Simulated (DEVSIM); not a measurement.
Structure: Ti/Si3N4/p-Si capacitor, at 300 K.

```csv
layer (left to right),material,thickness (nm),Na (cm⁻³)
1,Si3N4,5.00,-
2,Si,800,1e18
```

Metal gate on the left, work function 4.33 eV. Fixed charge at the semiconductor interface 0 cm⁻² (in units of +e); no interface traps.

The device is made up for the run: typed textbook-type constants, with dimensions and the other settings drawn at random. Values at 300 K.

```tsv
parameter	Si3N4	Si
gap (eV)	5.1	1.124
affinity (eV)	2.1	4.05
permittivity	7.5	11.7
Nc (cm⁻³)	-	2.86e19
Nv (cm⁻³)	-	3.1e19
```

Simulated with DEVSIM: 1D Poisson equation in equilibrium, Boltzmann statistics, complete ionisation; no quantum confinement or tunnelling. Metal contacts follow the ideal Schottky-Mott rule: no Fermi-level pinning, no interface dipoles.

**Question.** Tabulate band edges, carrier densities and field at 0.0 V on the gate.

**Answer.** Energies count from the Fermi level of the right contact; mesh points crowd at the junctions.

```
x (μm)     Ec (eV)  Ev (eV)  n (cm⁻³)  p (cm⁻³)  field (V/cm)
---------  -------  -------  --------  --------  ------------
0.000        2.230   -2.870     < 1e2     < 1e2        580000
0.0008961    2.282   -2.818     < 1e2     < 1e2        580000
0.002152     2.354   -2.746     < 1e2     < 1e2        580000
0.003476     2.430   -2.670     < 1e2     < 1e2        580000
0.004823     2.508   -2.592     < 1e2     < 1e2        580000
0.005704     0.594   -0.530     3.0e9    3.8e10        360000
0.007386     0.652   -0.472     3.2e8    3.6e11        330000
0.01210      0.791   -0.333   1400000    8.0e13        260000
0.01954      0.942   -0.182      4300    2.7e16        150000
0.03369      1.030   -0.094       140    8.2e17         12000
0.05870      1.035   -0.089       120    1.0e18            30
0.1316       1.035   -0.089       120    1.0e18           ≈ 0
0.2466       1.035   -0.089       120    1.0e18           ≈ 0
0.4557       1.035   -0.089       120    1.0e18           ≈ 0
0.6556       1.035   -0.089       120    1.0e18           ≈ 0
0.7270       1.035   -0.089       120    1.0e18           ≈ 0
0.7645       1.035   -0.089       120    1.0e18           ≈ 0
0.7835       1.035   -0.089       120    1.0e18           ≈ 0
0.7964       1.035   -0.089       120    1.0e18           ≈ 0
0.8010       1.035   -0.089       120    1.0e18           ≈ 0
0.8035       1.035   -0.089       120    1.0e18           ≈ 0
0.8050       1.035   -0.089       120    1.0e18           ≈ 0
```
